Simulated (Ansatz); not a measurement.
Bi2Se3: pressure series

Consider Bi2Se3 in the Bi2Te3 type structure (space group R-3m, No. 166; a = 4.0814 Å, c = 27.6656 Å (hexagonal axes)).

Cell and atoms are relaxed at each pressure.

Level of theory: Kohn–Sham DFT with the PBEsol-D3(BJ) functional, run in Ansatz (a quantum-chemistry and plane-wave program) with PAW and 420 eV plane waves, spin-orbit coupling left out.

| case | lattice parameter a | c/a ratio | band gap |
|---|---|---|---|
| base | 408.1 pm | 6.778 | zero |
| pressure −2 GPa | 412.7 pm | 6.896 | 0.09 eV |
| pressure −1 GPa | 410.4 pm | 6.815 | zero |
| pressure 18 GPa | 377.9 pm | 6.983 | zero |
| pressure 30 GPa | 342.2 pm | 8.347 | zero |
| pressure 45 GPa | 319.4 pm | 9.321 | zero |
| pressure 60 GPa | 305.7 pm | 9.962 | zero |

The mesh was chosen for an insulator and is coarse for the gapless case. From pressure 30 GPa on, the axis ratios lie over 15 % from the base's, so the cell there is far from its starting form. With Bi present, leaving out spin-orbit coupling can change the band edges. Load acts through the strain it causes; cell and atoms are relaxed under it. No phonon test of stability was made. No other phases were tried under pressure. The final runs are not spin-polarised. Gaps under 0.05 eV, about the width of the smearing, are given as zero. A zero or small gap of Bi2Se3 can be the functional's error rather than a property of the material.
